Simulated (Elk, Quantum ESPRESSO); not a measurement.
**One structure in several programs: DySnAu (P6_3mc, 6 atoms in the cell)**

Self-consistent single point, at a second geometry (lattice scaled by 0.98). First geometry:

```xyz
6
Lattice="4.6235 0.0000 0.0000 -2.3117 4.0041 0.0000 0.0000 0.0000 7.3874" Properties=species:S:1:pos:R:3 pbc="T T T"
Dy     0.0000     0.0000     5.5202
Dy     0.0000     0.0000     1.8265
Sn     0.0000     2.6694     3.4950
Sn     2.3117     1.3347     7.1887
Au     2.3117     1.3347     4.2709
Au     0.0000     2.6694     0.5772
```
Moments meant for the start (each program seeds them in its own way; μB, in the order of the atoms Dy Dy Sn Sn Au Au): 5.0 5.0 0.0 0.0 0.0 0.0.

Shared settings, as Quantum ESPRESSO writes them: occupations = smearing; smearing = fd; degauss = 0.0073499 Ry; nspin = 2; K_POINTS = automatic 4 4 3 0 0 0. Potentials and cutoffs stand in the table.

| code | model | ΔF from the first geometry (meV/atom) | size of the net moment (μB/atom) | cutoff |
|---|---|---|---|---|
| Quantum ESPRESSO | PBEsol, SSSP 1.1.2 efficiency (PBE) pseudopotentials | 34.2 | 1.61 | 60 Ry |
| Elk | PBEsol, all-electron FP-LAPW, Elk's shipped species files, LAPW+lo basis | 28.9 | 1.61 | rgkmax 8 |

On Quantum ESPRESSO's run: spin-orbit coupling is off. The magnetic order is the one reached from the typed start; others were not searched systematically. With U or open f shells several self-consistent states can exist. The f electrons are in the valence without U or exact exchange, which can misplace them near the Fermi level. Spin-orbit terms, which matter for f shells, are left out.

The spread over the programs that give each value: ΔF from the first geometry within 5.3 meV/atom; size of the net moment within 0.00 μB/atom.

Elk treats all electrons, but the usual bases taken here (sphere radii, linearisation, local orbitals, empty states) were not tested for convergence, so the values are no reference for the others.

The shared mesh is coarse (it stands for a supercell whose shortest vector is 18 Å), so the values are not converged in it.

The starting cell comes from a database of computed structures (which also holds hypothetical and non-ambient phases and stackings), without a prior relaxation at this level. Its lattice was rescaled by a random factor within 2.5 % of one. For this run, on top of that: lattice scaled by 0.98.

Left out of this page: Ansatz (unsound by tests on forces, stress, charge or solver warnings).
